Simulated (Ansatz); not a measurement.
A relaxation of cell and atoms of SrGe₂Ru₂ (I4/mmm, 5 atoms in the cell) with Ansatz (an electronic-structure program).

Computed with LDA (PW92), default PAW files made with PBE (plane waves; Ansatz).

The change in words: atoms on their sites; basis.ecutwfc: 420 eV → 630 eV; relax: default → cell and atoms. Reference geometry:
```
CELL_PARAMETERS angstrom
     -2.15004     2.15004     5.14129
      2.15004    -2.15004     5.14129
      2.15004     2.15004    -5.14129
ATOMIC_POSITIONS crystal
  Sr 0.00486 0.00486 0.00000
  Ge 0.64218 0.64218 0.00000
  Ge 0.35782 0.35782 0.00000
  Ru 0.75000 0.25000 0.50000
  Ru 0.25000 0.75000 0.50000
```

Reference input (self-consistent single point, DFT, LDA (PW92), plane waves, default PAW files made with PBE): basis.ecutwfc = 420 eV; kpoints.mp_grid.grid = 5 5 5; hamiltonian.xc = lda; hamiltonian.pseudopotentials = {kind: paw} (the program's default PAW files); scf.occupations.method = fermi_dirac; scf.occupations.width = 0.1 eV. This run's input differs from it in these lines:

Ansatz 0.2 input:
```diff
@@ -6,3 +6,3 @@
   atoms:
-    - { symbol: Sr, position: [0.004863, 0.004863, 0.000000] }
+    - { symbol: Sr, position: [0.000000, 0.000000, 0.000000] }
     - { symbol: Ge, position: [0.642180, 0.642180, 0.000000] }
@@ -12,3 +12,3 @@
 basis:
-  ecutwfc: 420.0
+  ecutwfc: 630.0
 kpoints:
@@ -20,2 +20,4 @@
   occupations: { method: fermi_dirac, width: 0.1 }
+relax:
+  cell: {}
 output:
```

Output (repeated stretches shortened):

```
   [... SCF lines of the steps left out ...]
relax step   1: F+E_penalty+E_count = -23394.90466211 eV  Δ(F+E_penalty+E_count) = +0.000e0 eV  max|allowed force component| = 2.027e-4 eV/Å  Δτ_max = 0.0000 Å  P = -3.797 GPa  Ω = 95.066 Å³  (8 SCF iters, dr2 threshold 1.00e-7 eV, accepted)
relax step   2: F+E_penalty+E_count = -23394.94647277 eV  Δ(F+E_penalty+E_count) = -4.181e-2 eV  max|allowed force component| = 1.145e-1 eV/Å  Δτ_max = 0.0554 Å  P = +2.035 GPa  Ω = 89.699 Å³  energy of the carried Pulay correction = +2.453e-4 eV  [...]
   [... lines left out ...]
relax step   5: F+E_penalty+E_count = -23394.95452006 eV  Δ(F+E_penalty+E_count) = -8.396e-5 eV  max|allowed force component| = 1.087e-3 eV/Å  Δτ_max = 0.0033 Å  P = +0.012 GPa  Ω = 91.079 Å³  energy of the carried Pulay correction = +1.795e-4 eV  [...]
relax step   6: F+E_penalty+E_count = -23394.95433478 eV  Δ(F+E_penalty+E_count) = +1.853e-4 eV  max|allowed force component| = 1.101e-3 eV/Å  Δτ_max = 0.0000 Å  P = +0.012 GPa  Ω = 91.079 Å³  stress off target by 1.76e-2 GPa  SCF on the basis [...]
basis re-selected at this cell: Δ(F+E_penalty+E_count) = +1.853e-4 eV, ΔP = +0.000 GPa vs the last step
the relaxation is at rest under the 16 symmetry operations that the run kept from its start: a minimum is not shown …
Free energy (F): -23394.954335 eV
Internal energy: -23394.881464 eV  (E = F + TS)
E sigma→0 (E₀):  -23394.917899 eV
Entropy (-TS):   -0.072871 eV (-14.574 meV/atom)
Fermi energy:    14.080241 eV
--- Forces (eV/Å), atoms counted from 1 ---
  atom   1  Sr    -0.00000000    -0.00000000     0.00000000
   [... lines left out ...]
  cell:  # Å, volume = 91.0793 Å³
   [... lines left out ...]
  atoms:
    - { symbol: Sr, position: [-5.735973817384263e-19, -5.735973817384264e-19, -7.816961218471103e-35] }
    - { symbol: Ge, position: [0.6371851189934957, 0.6371851189934957, -4.946798494808222e-35] }
    - { symbol: Ge, position: [0.36281488100650416, 0.36281488100650416, 1.2059552067219115e-35] }
    - { symbol: Ru, position: [0.75, 0.24999999999999997, 0.5] }
    - { symbol: Ru, position: [0.24999999999999997, 0.75, 0.5] }
```

The run converged.  The full log also holds: “iter 5 did not close the SCF: its close was put off for the readings that it lacked (scf_convergence_deferred on its scf_iter line)”.

Summary of the result:
| Quantity | Value |
|---|---|
| Free energy E − TS (on the zero of these files) | -23394.9543 eV |
| Fermi level (on the code's own zero) | 14.08 eV |
| Pressure | 0.01 GPa |
| Largest force (vector length) | 0.001 eV/Å |
| Final cell | a = 5.887 Å, b = 5.887 Å, c = 5.887 Å, α = 137.79°, β = 137.79°, γ = 61.23° |
| Final volume per atom | 18.22 Å³ |
| Relaxation steps | 6 |

The starting cell comes from a database of computed structures (which also holds hypothetical and non-ambient phases and stackings), without a prior relaxation at this level. Its lattice was rescaled by up to half a per cent. Spin polarisation is off. The relaxation keeps the symmetry of its start, so its end need not be a minimum. Ansatz's pressure includes its estimate of the finite-basis (Pulay) stress.
